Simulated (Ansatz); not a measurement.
# Effect of O → Cl on HfO2

Consider HfO2 in the fluorite structure (space group Fm-3m, No. 225; a = 5.044 Å).

One thing is altered: full substitution O → Cl, then cell and atoms are relaxed.

Calculations: PBEsol (Ansatz, a program for electronic structure; PAW; 420 eV plane waves; no SOC). Settings: 13×13×13 k-points, 0.05 eV Fermi–Dirac smearing, for the changed cell.

```json
[
 {"quantity": "volume per atom", "base": "10.69 Å³", "changed": "19.26 Å³", "shift": "+8.57 Å³"},
 {"quantity": "lattice parameter a", "base": "5.044 Å", "changed": "6.137 Å", "shift": "+1.093 Å"},
 {"quantity": "space group", "base": "Fm-3m (No. 225)", "changed": "Fm-3m (No. 225)", "shift": "–"},
 {"quantity": "shortest interatomic distance", "base": "2.184 Å", "changed": "2.657 Å", "shift": "+0.473 Å"},
 {"quantity": "band gap", "base": "3.69 eV", "changed": "zero", "shift": "–"}
]
```

With Hf present, leaving out spin-orbit coupling can change the band edges. No phonon test of stability was made. As relaxed here, HfCl2 is a hypothetical phase, not in the database extracts checked. All final runs are without spin polarisation. HfCl2 has a high density of states at the Fermi level and may be magnetic at this level. This is not the structure that HfO2 has at room temperature and ambient pressure.
